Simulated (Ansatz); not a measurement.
System: AlB2-type TiB2. Method: r²SCAN (plane waves, PAW; Ansatz, an electronic-structure program).

Settings: plane-wave cutoff 600 eV, 18×18×12 k mesh (along the axes of the cell as run), Fermi–Dirac smearing 0.1 eV, finite displacements, no spin polarisation, scalar-relativistic PAW data made under PBE.

Computed at the level's own relaxed cell.

Space group P6/mmm (No. 191); a = b = 3.025 Å, c = 3.223 Å, α = β = 90.00°, γ = 120.00°

```csv
atom,site,symmetry,x,y,z
Ti,1a,6/mmm,0.0000,0.0000,0.0000
B,2d,-6m2,0.3333,0.6667,0.5000
```

Harmonic phonon frequencies (cm⁻¹; i marks an imaginary mode):

```json
[
 {"q point": "Γ", "frequencies": "0 0 0 519 520 520 558 895 895"},
 {"q point": "M", "frequencies": "303 322 365 528 529 561 807 836 860"},
 {"q point": "A", "frequencies": "297 297 333 426 426 520 638 909 909"}
]
```

No imaginary mode appears at these points.
